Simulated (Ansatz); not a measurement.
System: BeH2 (Ibam, No. 72). Method: r²SCAN+rVV10 in Ansatz (plane waves, PAW).

Settings: plane-wave cutoff 500 eV, 12×12×12 k mesh, Fermi–Dirac smearing 0.05 eV, scalar-relativistic PAW data made under PBE.

Cell (relaxed at this level):

Space group Ibam (No. 72); a = 4.0620 Å, b = 8.9094 Å, c = 7.6073 Å, α = β = γ = 90.00°

| atom | site | symmetry | x | y | z |
|---|---|---|---|---|---|
| Be | 4b | 222 | 0.0000 | 0.5000 | 0.2500 |
| Be | 8j | ..m | 0.1234 | 0.3318 | 0.0000 |
| H | 16k | 1 | 0.2706 | 0.0885 | 0.3476 |
| H | 8j | ..m | 0.2742 | 0.1872 | 0.0000 |
(The calculation used a cell of 18 atoms; values per cell refer to that cell.)

Q: What does this level give for the band gap?

A: 
band gap: 5.90 eV (on the SCF k mesh)

Note: the relaxation could not lower the start's symmetry, so the cell can be a saddle point above a distorted one; the volume lies 5 % below that of the published cell.

The computed numbers hold no vibrational or temperature effects.

Cost on a shared machine: roughly 8 core-minutes.

Ansatz is a program for electronic structure.
